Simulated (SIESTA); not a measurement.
## One base run on Li₄Mn₃OF₁₁ (P1, 19 atoms in the cell) and variants with one or two settings moved

```cif
data_F11Li4Mn3O
_chemical_formula_sum 'Li4 Mn3 O1 F11'
_space_group_name_H-M_alt 'P 1'
_space_group_IT_number 1
_cell_length_a 5.92455
_cell_length_b 6.01374
_cell_length_c 6.07725
_cell_angle_alpha 98.302
_cell_angle_beta 97.223
_cell_angle_gamma 97.683
loop_
_space_group_symop_operation_xyz
  'x, y, z'
loop_
_atom_site_label
_atom_site_type_symbol
_atom_site_fract_x
_atom_site_fract_y
_atom_site_fract_z
_atom_site_occupancy
Li1 Li 0.99047 0.97463 0.00410 1
Li2 Li 0.75346 0.39284 0.92252 1
Li3 Li 0.86132 0.71149 0.39801 1
Li4 Li 0.59334 0.12001 0.27795 1
Mn1 Mn 0.39962 0.88194 0.69886 1
Mn2 Mn 0.12802 0.33606 0.59361 1
Mn3 Mn 0.28659 0.59317 0.08895 1
O1 O 0.35628 0.59121 0.79322 1
F1 F 0.07914 0.89120 0.67699 1
F2 F 0.31914 0.92449 0.10785 1
F3 F 0.20460 0.56991 0.37767 1
F4 F 0.08420 0.29325 0.93453 1
F5 F 0.59799 0.83957 0.45211 1
F6 F 0.39750 0.18154 0.58794 1
F7 F 0.92181 0.67614 0.07972 1
F8 F 0.53530 0.40183 0.15045 1
F9 F 0.85401 0.45878 0.61002 1
F10 F 0.67944 0.03095 0.90259 1
F11 F 0.95778 0.13100 0.34293 1
```
Moments meant for the start (each program seeds them in its own way; μB, in the order of the atoms Li Li Li Li Mn Mn Mn O F F F F F F F F F F F): 0.0 0.0 0.0 0.0 4.0 4.0 4.0 0.0 0.0 0.0 0.0 0.0 0.0 0.0 0.0 0.0 0.0 0.0 0.0.

Base run A: SIESTA 5.4.2 with LDA PW92, numerical atomic orbitals TZP, PseudoDojo LDA standard norm-conserving potentials (rewritten from UPF to PSML), self-consistent single point.

Its settings: XC.functional = LDA; XC.authors = PW92; potentials = PseudoDojo LDA standard; PAO.BasisSize = TZP; PAO.EnergyShift = 0.01 Ry; MeshCutoff = 400 Ry; kgrid.MonkhorstPack = 3 3 3; OccupationFunction = MP; OccupationMPOrder = 0; ElectronicTemperature = 20 meV; Spin = polarized; PAO.Polarization.NonPerturbative = true; MaxSCFIterations = 150; SCF.Mixer.Method = Pulay; SCF.Mixer.Weight = 0.1; SCF.Mixer.History = 6; SCF.DM.Tolerance = 1.0E-04.

The starting cell comes from a database of computed structures (which also holds hypothetical and non-ambient phases and stackings), without a prior relaxation at this level. The magnetic order is the one reached from the typed start; others were not searched systematically. Values carry the incompleteness of an atom-centred basis. In the base run, with a pressure of about -13 GPa the cell is away from its equilibrium volume at this level.

ΔF is the free energy per atom less that of run A. A dash stands where there is no value to compare (another energy zero or no entropy term, no result, no spin, no clean gap, or a mesh too coarse for one). 

Runs:
- B: kgrid.MonkhorstPack: 3 3 3 → 1 1 1
- C: lattice scaled by 0.97; MeshCutoff: 400 Ry → 240 Ry
- D: SCF.DM.Tolerance: 1.0E-04 → default; SCF.DM.Converge: default → false; SCF.H.Converge: default → false; SCF.FreeE.Converge: default → true; SCF.FreeE.Tolerance: default → 1.0E-06 eV
- E: PAO.EnergyShift: 0.01 Ry → 0.001 Ry
- F: PAO.SplitNorm: default → 0.3

```tsv
run	ΔF (meV/atom)	pressure (GPa)	largest force (eV/Å)	gap on the mesh (eV)	size of the net moment (μB/atom)	k-points
A	0.00	-12.91	0.783	0.246	0.63	14
B	15.3	-12.43	0.729	–	0.63	1
C	-52.4	-3.65	0.431	0.322	0.63	14
D	0.00	-12.91	0.784	0.245	0.63	14
E	-220.2	-9.37	0.685	0.247	0.63	14
F	26.7	-12.53	0.748	0.239	0.63	14
```

Run B against A: The free energy rises by 15.3 meV/atom, the pressure goes from -12.91 to -12.43 GPa, the largest force goes from 0.783 to 0.729 eV/Å and the size of the net moment stays at 0.63 μB/atom.

Run C against A: The free energy falls by 52.4 meV/atom, the pressure goes from -12.91 to -3.65 GPa, the largest force goes from 0.783 to 0.431 eV/Å, the gap on the mesh goes from 0.246 to 0.322 eV and the size of the net moment stays at 0.63 μB/atom.

Run E against A: The free energy drops by 220 meV/atom, the pressure goes from -12.91 to -9.37 GPa, the largest force goes from 0.783 to 0.685 eV/Å, the gap on the mesh moves little (0.246 to 0.247 eV) and the size of the net moment stays at 0.63 μB/atom.
